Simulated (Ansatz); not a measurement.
Start from MgO in the rock salt structure (space group Fm-3m, No. 225).

```yaml
crystal:
  lattice:
    - [0.00000, 2.10705, 2.10705]
    - [2.10705, 0.00000, 2.10705]
    - [2.10705, 2.10705, 0.00000]
  atoms:
    - { symbol: Mg, position: [0.00000, 0.00000, 0.00000] }
    - { symbol: O, position: [0.50000, 0.50000, 0.50000] }
```

Cartesian axes are those of the cell as printed.

The values are results of Ansatz (a program for electronic structure) PBEsol, without spin-orbit coupling, not measurements.

It is then changed as follows: an isotropic linear strain of −2.00 %; the atoms relax in the strained cell.

Predict the stress tensor and what it implies for the stiffness.

Stress of the strained cell less that of the base (GPa, compression positive):
```
  10.81    0.00    0.00
   0.00   10.81    0.00
   0.00    0.00   10.81
```

Then B = −ΔP/(ΔV/V₀) with ΔV/V₀ = -0.0588 gives secant stiffness values (nonlinear terms included at this strain): B ≈ 184 GPa.

As a check, the harmonic strain energy −½ V₀ Δσ:ε is 19 meV/atom; the computed energy rise is 18 meV/atom.

No phonon test of stability was made.
